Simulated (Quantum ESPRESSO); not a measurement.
**Converging the plane-wave cutoff: NiAl (P4mm, 2 atoms in the cell)**

```yaml
crystal:
  lattice:
    - [2.88133, 0.00000, 0.00000]
    - [0.00000, 2.88133, 0.00000]
    - [0.00000, 0.00000, 2.88133]
  atoms:
    - { symbol: Al, position: [0.50000, 0.50000, 0.51735] }
    - { symbol: Ni, position: [0.00000, 0.00000, 0.00000] }
```

Computed with LDA (PZ), GBRV 1.5 ultrasoft (LDA) pseudopotentials (plane waves; Quantum ESPRESSO).

Base settings: ecutwfc = 50 Ry; ecutrho = 400 Ry; occupations = smearing; smearing = fermi-dirac; degauss = 0.0073499 Ry; potentials = {Al: al_lda_v1.uspp.F.UPF, Ni: ni_lda_v1.4.uspp.F.UPF}; K_POINTS = automatic 4 4 4 0 0 0; conv_thr = 1e-10 Ry.

Moved along: ecutrho.

The second cell is the first with its lattice scaled by 0.98.

The mesh stays at the base's, so the ladder's end is converged at best in this setting alone.

Only quantities that move along the ladder and can be compared are tabulated.

The count of work is k-points × plane waves × bands × iterations; it is no time. 

The starting cell has typed, rounded lattice constants, without a prior relaxation at this level. Its lattice was rescaled by up to half a per cent. One atom was moved a little off its site on purpose. Spin polarisation is off. In the base run, with a pressure of about -9 GPa the cell is away from its equilibrium volume at this level. Without a gap this mesh is coarse (it stands for a supercell whose shortest vector is 12 Å).

Steps (ecutwfc): 17.5 Ry; 20 Ry; 25 Ry; 28 Ry; 30 Ry; 40 Ry; 45 Ry; 50 Ry; 55 Ry; 60 Ry; 68 Ry; 88 Ry; 120 Ry.

Question: What is the coarsest ecutwfc that holds the energy of the compressed cell less the first within 2 meV/atom of the last step, with all finer ones?

Answer: 45 Ry, at 0.21 of the last step's count of work; the step before is off by 2.7 meV/atom.

Question: What is the coarsest ecutwfc that holds the pressure within 1 GPa of the last step, with all finer ones?

Answer: 45 Ry, at 0.21 of the last step's count of work; the step before is off by 3.5 GPa.

Question: What is the coarsest ecutwfc that holds the free energy within 2 meV/atom?

Answer: Not settled: the last two steps still differ by 1.4 meV/atom, over half the tolerance, so the ladder does not show it.

```tsv
ecutwfc	free energy less the last step's (meV/atom)	energy of the compressed cell less the first (meV/atom)	pressure (GPa)	largest difference of a force vector from the last step's (eV/Å)	count of work / last
17.5 Ry	49664.85	2233.29	-2344.38	0.116	0.055
20 Ry	24977.59	-1242.44	-1347.34	0.038	0.066
25 Ry	5305.40	220.71	-376.28	0.007	0.11
28 Ry	2190.66	-55.56	-184.45	0.002	0.13
30 Ry	1114.92	-64.21	-109.08	0.001	0.14
40 Ry	24.01	-20.88	-12.62	0.000	0.19
45 Ry	6.48	-18.21	-9.21	0.000	0.21
50 Ry	5.95	-18.18	-9.12	0.000	0.31
55 Ry	4.69	-18.19	-9.17	0.000	0.31
60 Ry	3.67	-18.18	-9.10	0.000	0.34
68 Ry	3.33	-18.16	-9.07	0.000	0.44
88 Ry	1.35	-18.16	-9.09	0.000	0.67
120 Ry	0.00	-18.16	-9.10	0.000	1.0
```

Two neighbours can agree and both be off: 45 Ry and 50 Ry differ by 0.53 meV/atom in the free energy, yet lie about 6.0 meV/atom from the last step.

At the lowest cutoff the pressure lies 2340 GPa under the last step's, the usual sign of Pulay stress in an incomplete plane-wave basis.
